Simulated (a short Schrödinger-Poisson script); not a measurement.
# Gated Al0.33Ga0.67N/GaN polarisation-induced gas

Stack: gated Al0.33Ga0.67N/GaN polarisation-induced gas, at 77 K.

```csv
layer,material,thickness (nm),Na (cm⁻³)
1,Al0.33Ga0.67N,20,-
2,GaN,6000,2e15
```

Constants are typed, rounded textbook-type inputs, not results; the design itself was drawn at random and stands for no fabricated device. Al0.33Ga0.67N: permittivity 9.3, conduction-band edge (eV) 0.462, gap (eV) 4.09, electron mass (mₑ) 0.24, Nv at 300 K (cm⁻³) 4.6e19. GaN: permittivity 9.5, conduction-band edge (eV) 0, gap (eV) 3.43, Nv at 300 K (cm⁻³) 4.6e19.

Channel valleys (confinement mass, in-plane density-of-states mass, number): Γ 0.2, 0.2, 1. At the gate the conduction-band edge of layer 1 lies 1.27 eV − eVg above the Fermi level of the channel; the field vanishes at the back. Sheet of polarisation charge: +1.6e13 e/cm² at 20 nm from the gate. The barrier under the gate holds no holes. Gaps are held at their typed values at every temperature. Mesh 0.08 nm at interfaces.

Solved with a short Schrödinger-Poisson script written for these runs: 1D Poisson equation in equilibrium, electrons quantum, Hartree plus LDA exchange-correlation (BenDaniel-Duke, 40 states a valley, the channel's in-plane mass for all, wave functions free to enter the barrier), parabolic valleys, classical holes, full ionisation, no traps, pinning or gate leakage.

```
Vg (V)  electrons (cm⁻²)  in the channel layer  C (μF/cm²)  Γ E0 (meV)  Γ E1 (meV)
------  ----------------  --------------------  ----------  ----------  ----------
0.5              1.40e13               1.27e13       0.398      -154.8       -11.3
0.1              1.30e13               1.19e13       0.397      -145.1        -8.8
-0.3             1.20e13               1.11e13       0.395      -135.2        -6.2
-0.7             1.10e13               1.03e13       0.394      -125.1        -3.6
-1.1             1.00e13               9.42e12       0.393      -115.0        -0.9
-1.5             9.05e12               8.56e12       0.392      -104.6         2.1
-1.9             8.07e12               7.69e12       0.391       -94.2         5.4
-2.3             7.10e12               6.81e12       0.389       -83.5         9.2
-2.7             6.13e12               5.91e12       0.388       -72.5        13.6
-3.1             5.16e12               5.01e12       0.386       -61.4        18.5
-3.5             4.20e12               4.10e12       0.384       -50.1        23.5
-3.9             3.25e12               3.18e12       0.382       -38.7        28.2
-4.3             2.30e12               2.26e12       0.379       -27.3        32.3
-4.7             1.36e12               1.34e12       0.374       -15.6        35.5
-5.1             4.36e11               4.34e11       0.360        -1.1        39.0
```

Gate voltages with under 1e6 electrons/cm² are left out.

Subbands count from the Fermi level.
